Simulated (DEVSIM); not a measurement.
Structure: abrupt GaSb n-p junction, at 300 K.

| layer (left to right) | material | thickness (μm) | Nd (cm⁻³) | Na (cm⁻³) | τn (s) | τp (s) |
|---|---|---|---|---|---|---|
| 1 | GaSb | 1.40 | 6.6e15 | - | 2.7e-8 | 2.7e-8 |
| 2 | GaSb | 230 | - | 1.7e14 | 8.1e-10 | 2.7e-8 |

Left contact: ohmic. Right contact: ohmic. Voltage is applied to the left contact. Recombination: SRH at mid-gap, radiative. Mobility is μmin + (μ − μmin)/(1 + (N/Nref)^α).

The device is made up for the run: typed textbook-type constants, with dimensions and the other settings drawn at random. Values at 300 K.

```csv
parameter,GaSb
gap (eV),0.726
affinity (eV),4.06
permittivity,15.7
Nc (cm⁻³),2.1e17
Nv (cm⁻³),1.8e19
μn (cm²/Vs),5000
μp (cm²/Vs),850
"μn,min",1000
"μp,min",190
"Nref,n",2.8e17
"Nref,p",9e17
αn,1.05
αp,0.65
B (cm³/s),1e-10
```

Simulated with DEVSIM: 1D drift-diffusion, Boltzmann statistics, complete ionisation; no tunnelling, impact ionisation, image-force lowering or self-heating.

Problem. Tabulate band edges, carrier densities and field at -0.7 V on the left contact.

Solution. Energies count from the Fermi level of the right contact; mesh points crowd at the junctions.

```json
[
 {"x (μm)": "0.000", "Ec (eV)": "0.789", "Ev (eV)": "0.063", "n (cm⁻³)": "6.6e15", "p (cm⁻³)": "3.6e8", "field (V/cm)": "≈ 0"},
 {"x (μm)": "0.04442", "Ec (eV)": "0.789", "Ev (eV)": "0.063", "n (cm⁻³)": "6.6e15", "p (cm⁻³)": "1.1e10", "field (V/cm)": "≈ 0"},
 {"x (μm)": "0.1607", "Ec (eV)": "0.789", "Ev (eV)": "0.063", "n (cm⁻³)": "6.6e15", "p (cm⁻³)": "4.0e10", "field (V/cm)": "≈ 0"},
 {"x (μm)": "0.4919", "Ec (eV)": "0.789", "Ev (eV)": "0.063", "n (cm⁻³)": "6.6e15", "p (cm⁻³)": "1.2e11", "field (V/cm)": "≈ 0"},
 {"x (μm)": "1.154", "Ec (eV)": "0.790", "Ev (eV)": "0.064", "n (cm⁻³)": "6.5e15", "p (cm⁻³)": "2.9e11", "field (V/cm)": "87"},
 {"x (μm)": "1.324", "Ec (eV)": "0.798", "Ev (eV)": "0.072", "n (cm⁻³)": "4.7e15", "p (cm⁻³)": "4.5e11", "field (V/cm)": "1400"},
 {"x (μm)": "1.389", "Ec (eV)": "0.814", "Ev (eV)": "0.088", "n (cm⁻³)": "2.6e15", "p (cm⁻³)": "8.4e11", "field (V/cm)": "3600"},
 {"x (μm)": "1.440", "Ec (eV)": "0.833", "Ev (eV)": "0.107", "n (cm⁻³)": "1.2e15", "p (cm⁻³)": "1.8e12", "field (V/cm)": "3300"},
 {"x (μm)": "1.561", "Ec (eV)": "0.864", "Ev (eV)": "0.138", "n (cm⁻³)": "3.6e14", "p (cm⁻³)": "6.1e12", "field (V/cm)": "2100"},
 {"x (μm)": "1.889", "Ec (eV)": "0.912", "Ev (eV)": "0.186", "n (cm⁻³)": "5.7e13", "p (cm⁻³)": "3.9e13", "field (V/cm)": "990"},
 {"x (μm)": "2.857", "Ec (eV)": "0.949", "Ev (eV)": "0.223", "n (cm⁻³)": "1.2e13", "p (cm⁻³)": "1.6e14", "field (V/cm)": "77"},
 {"x (μm)": "7.308", "Ec (eV)": "0.947", "Ev (eV)": "0.221", "n (cm⁻³)": "4.6e12", "p (cm⁻³)": "1.7e14", "field (V/cm)": "-14"},
 {"x (μm)": "17.83", "Ec (eV)": "0.927", "Ev (eV)": "0.201", "n (cm⁻³)": "4.8e11", "p (cm⁻³)": "1.7e14", "field (V/cm)": "-22"},
 {"x (μm)": "48.93", "Ec (eV)": "0.855", "Ev (eV)": "0.129", "n (cm⁻³)": "1.5e10", "p (cm⁻³)": "1.7e14", "field (V/cm)": "-23"},
 {"x (μm)": "160.9", "Ec (eV)": "0.592", "Ev (eV)": "-0.134", "n (cm⁻³)": "1.4e10", "p (cm⁻³)": "1.7e14", "field (V/cm)": "-23"},
 {"x (μm)": "207.0", "Ec (eV)": "0.484", "Ev (eV)": "-0.242", "n (cm⁻³)": "1.4e10", "p (cm⁻³)": "1.7e14", "field (V/cm)": "-23"},
 {"x (μm)": "222.6", "Ec (eV)": "0.447", "Ev (eV)": "-0.279", "n (cm⁻³)": "1.4e10", "p (cm⁻³)": "1.7e14", "field (V/cm)": "-23"},
 {"x (μm)": "228.4", "Ec (eV)": "0.434", "Ev (eV)": "-0.292", "n (cm⁻³)": "1.4e10", "p (cm⁻³)": "1.7e14", "field (V/cm)": "-23"},
 {"x (μm)": "230.7", "Ec (eV)": "0.429", "Ev (eV)": "-0.297", "n (cm⁻³)": "1.4e10", "p (cm⁻³)": "1.7e14", "field (V/cm)": "-23"},
 {"x (μm)": "231.2", "Ec (eV)": "0.427", "Ev (eV)": "-0.299", "n (cm⁻³)": "1.4e10", "p (cm⁻³)": "1.7e14", "field (V/cm)": "-23"},
 {"x (μm)": "231.3", "Ec (eV)": "0.427", "Ev (eV)": "-0.299", "n (cm⁻³)": "1.4e10", "p (cm⁻³)": "1.7e14", "field (V/cm)": "-23"},
 {"x (μm)": "231.4", "Ec (eV)": "0.427", "Ev (eV)": "-0.299", "n (cm⁻³)": "1.4e10", "p (cm⁻³)": "1.7e14", "field (V/cm)": "-23"}
]
```
